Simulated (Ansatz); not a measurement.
**Ansatz (a program for electronic structure) run on LuH₂ (Fm-3m, 3 atoms in the cell): self-consistent single point**

Computed with LDA (PW92), default PAW files made with PBE (plane waves; Ansatz).

Input:

Ansatz 0.2 input:
```yaml
crystal:
  lattice:
    - [0.000000, 2.502079, 2.502079]
    - [2.502079, 0.000000, 2.502079]
    - [2.502079, 2.502079, 0.000000]
  atoms:
    - { symbol: Lu, position: [0.000000, 0.000000, 0.000000] }
    - { symbol: H, position: [0.250000, 0.250000, 0.250000] }
    - { symbol: H, position: [0.750000, 0.750000, 0.750000] }
basis:
  ecutwfc: 30.9 Ry
kpoints:
  mp_grid: { grid: [11, 11, 11] }
hamiltonian:
  xc: lda
  pseudopotentials: { kind: paw }
scf:
  occupations: { method: gaussian, width: 0.0073 Ry }
output:
  forces: true
  eigenvalues: true
  stress: true
```

The program printed (abridged):

```
WARN ansatz: RAYON_NUM_THREADS=1 ignored (pool sized by the plan → 1); use --threads N
Pseudopotentials: kind: paw
Pseudopotential: Lu, paw, valence charge 25
Pseudopotential: H, paw, valence charge 1
Crystal: 3 atoms, lattice volume = 31.328 Å³
Basis set: ecut = 420.4159175005146 eV, 609 PW (Γ)
Bands: 18, of which v1, the nominal top of the filled ones, is band 14 counted from 1 (13 counted from 0)
Symmetry: 48 space group operations
Space group: Fm-3m (ITA 225), of the structure as read, at distance tolerance 3.2e-5 Å
k-points: 56 of 1331
PAW frozen core: Lu, regenerated for the run's functional, and the local potential with it
Initial density: superposition of atomic densities (neutral atoms: chi_scale 0, normalization atom), corrected by the library's trained network
Initial wavefunctions: pseudopotential atomic-orbital guess
Eigensolver: davidson
Functional: x = slater, c = lda
SCF iter   1: F=—  HF=-14526.492181 eV  |F-HF|=—  |Δ(HF+E_count)|=         —  Δρ=1.08e-2  dr2=2.58e-2  ethr=1.77e-3  ⟨swp⟩=5.1  Hψ=5699  notcnv=0
all-band conjugate gradients solve this SCF's bands
preconditioner: auto → Kerker (q_TF=auto, 2.662 Å⁻¹)
SCF iter   2: F=—  HF=-14526.483736 eV  |F-HF|=—  |Δ(HF+E_count)|=   8.45e-3  Δρ=6.05e-3  dr2=8.30e-3  ethr=9.55e-5  ⟨swp⟩=2.1  Hψ=2266  notcnv=0  defer=16
SCF iter   3: F=—  HF=-14526.483460 eV  |F-HF|=—  |Δ(HF+E_count)|=   2.75e-4  Δρ=2.91e-3  dr2=2.32e-3  ethr=3.07e-5  ⟨swp⟩=3.0  Hψ=2335  notcnv=0  defer=18
SCF iter   4: F=—  HF=-14526.480300 eV  |F-HF|=—  |Δ(HF+E_count)|=   3.16e-3  Δρ=7.58e-4  dr2=8.54e-5  ethr=8.60e-6  ⟨swp⟩=3.1  Hψ=2444  notcnv=0  defer=18
SCF iter   5: F=—  HF=-14526.480333 eV  |F-HF|=—  |Δ(HF+E_count)|=   3.24e-5  Δρ=1.39e-4  dr2=6.93e-6  ethr=3.16e-7  ⟨swp⟩=2.1  Hψ=1923  notcnv=0  defer=21
SCF iter   6: F=—  HF=-14526.480330 eV  |F-HF|=—  |Δ(HF+E_count)|=   2.37e-6  Δρ=4.48e-5  dr2=6.86e-7  ethr=2.57e-8  ⟨swp⟩=3.1  Hψ=2271  notcnv=0  defer=21
SCF iter   7: F=—  HF=-14526.480331 eV  |F-HF|=—  |Δ(HF+E_count)|=   1.11e-7  Δρ=2.88e-5  dr2=2.09e-7  ethr=3.70e-10  ⟨swp⟩=11.1  Hψ=6844  notcnv=0
SCF iter   8: F=-14526.480331 eV  HF=-14526.480331 eV  |F-HF|=3.97e-10  |Δ(HF+E_count)|=   5.18e-8  Δρ=4.13e-6  dr2=2.36e-9  ethr=3.70e-10  ⟨swp⟩=5.6  Hψ=4467  notcnv=0
SCF 1 converged in 8 iterations: F = -14526.480331 eV  dr2 = 2.36e-9
SCF converged after 8 iterations
Free energy (F): -14526.480331 eV
Harris-Foulkes:  -14526.480331 eV  (|F-HF|=3.97e-10)
Internal energy: -14526.475784 eV  (E = F + TS)
E sigma→0 (E₀):  -14526.478057 eV
Entropy (-TS):   -0.004547 eV (-1.516 meV/atom)
Fermi energy:    13.210029 eV
--- Per-component energies (eV) ---
  E_band       = -6.217139
  E_kinetic    = 448.947560
  E_local      = -6774.037107  (includes V_loc(G=0)·N_el)
  E_nonlocal   = 588.958103
  E_hartree    = 2834.474379
  E_xc         = -235.719092
  E_vxc        = -283.134205  (∫ρ·V_xc dr)
  E_paw        = -7136.861516  (= ΣΔE_a)
  E_vpaw       = 344.099551  (= ΣTr[D̂ρ^β])
  E_aug_tail   = -0.002188  (compensation charges beyond the density's cutoff)
  E_ewald      = -4254.554557
  E_core_change = 2.318635  (= ΣΔE_core)
  E_smearing   = -0.004547  (= −TS)
  E_closure    = -0.000000  (closes the sum)
  Σ components = -14526.480331   (vs F -14526.480331, Δ=0.00e0)
--- Forces (eV/Å), atoms counted from 1 ---
  atom   1  Lu    -0.00000000     0.00000000    -0.00000000
   [... zero for the other atoms too ...]
  max |Σ_I F_I| component: 1.47e-19 eV/Å
--- Stress (GPa, compression-positive) ---
       -5.362778       0.000000      -0.000000
       -0.000000      -5.362778      -0.000000
       -0.000000       0.000000      -5.362778
  P = ⅓ Tr σ = -5.3628 GPa (-53.628 kbar)
  The stress holds the Pulay correction. Without it, at fixed plane waves, as pw.x and ABINIT print it: P = -5.5104 GPa
--- Band table (eV; the first three rows and the last of 56) ---
  k-point 0: bands = ["-42.8459", "-13.3749", "-13.3749", "-13.3749", "3.9033", "7.9915", "8.3014", "8.3014", "8.3014", "8.3731", "8.3731", "8.3731", "12.9188", "14.5541", "14.5541", "14.5541", "17.4028", "17.4028"]
  k-point 1: bands = ["-42.8441", "-13.4144", "-13.3797", "-13.3797", "4.1004", "7.9905", "8.3001", "8.3048", "8.3048", "8.3665", "8.3665", "8.3734", "12.0144", "14.6632", "14.6632", "15.6861", "17.2747", "17.2747"]
  k-point 2: bands = ["-42.8390", "-13.5185", "-13.3926", "-13.3926", "4.6494", "7.9887", "8.2980", "8.3134", "8.3134", "8.3504", "8.3504", "8.3739", "10.8743", "14.8874", "14.8874", "17.1071", "17.1071", "17.3867"]
  k-point 55: bands = ["-42.8147", "-13.7037", "-13.6727", "-13.5281", "8.0154", "8.0557", "8.2921", "8.3054", "8.3109", "8.3376", "8.3416", "8.6643", "8.8706", "12.1495", "15.0998", "18.8261", "19.0630", "20.1773"]
```

The run converged in 8 iterations.

The starting cell comes from a database of computed structures (which also holds hypothetical and non-ambient phases and stackings), without a prior relaxation at this level. Its lattice was rescaled by up to half a per cent. Spin-orbit coupling is off. With a pressure of about -5 GPa the cell is away from its equilibrium volume at this level. Ansatz's pressure includes its estimate of the finite-basis (Pulay) stress.
